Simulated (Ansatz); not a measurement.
```
CELL_PARAMETERS angstrom
      4.12556     0.00000     0.00000
     -2.06278     3.57284     0.00000
      0.00000     0.00000    35.90000
ATOMIC_POSITIONS crystal
  Se 0.33333 0.66667 0.26906
  Bi 0.66667 0.33333 0.31303
  Se 0.00000 0.00000 0.36694
  Bi 0.33333 0.66667 0.42068
  Se 0.66667 0.33333 0.46478
  Se 0.00000 0.00000 0.53522
  Bi 0.33333 0.66667 0.57932
  Se 0.66667 0.33333 0.63306
  Bi 0.00000 0.00000 0.68697
  Se 0.33333 0.66667 0.73094
```

Methods: PBE+D3(BJ) (plane waves to 420 eV, PAW; Ansatz, a quantum-chemistry and plane-wave program); PBE+D3(BJ) with spin-orbit coupling (plane waves to 420 eV, PAW; Ansatz); HSE06 (plane waves to 420 eV, PAW; Ansatz). Geometries and values that name no level are of the first. Values not marked SOC have no spin–orbit coupling. Its k-point mesh 9×9×1, Fermi–Dirac width 0.01 eV. HSE06 ran on meshes of its own (6×6×1); its edges and gaps are taken over the mesh and over extra points off it, mostly where PBE has its edges. A dipole correction is on.

Problem. Name the layers and their stacking, and give its binding and gap.

Solution. 2 layers of Bi2Se3, started at parallel, shifted by (2/3,1/3) (facing atoms over hollows or bridges).
| Item | Value |
|---|---|
| step of the vacuum level across the stack (top less bottom) | 0.00 eV |
| interaction energy of the frozen layers | -24.9 meV/Å² |
| interaction energy without the D3 term at this geometry | +3.4 meV/Å² |
| PBE gap over the mesh and listed points off it | 0.54 eV, direct |
| valence and conduction edges under the vacuum level of the lower face | 5.60 and 5.05 eV |
| HSE06 gap at the same geometry | 0.94 eV |
| PBE+SOC gap at the same geometry | 0.08 eV |
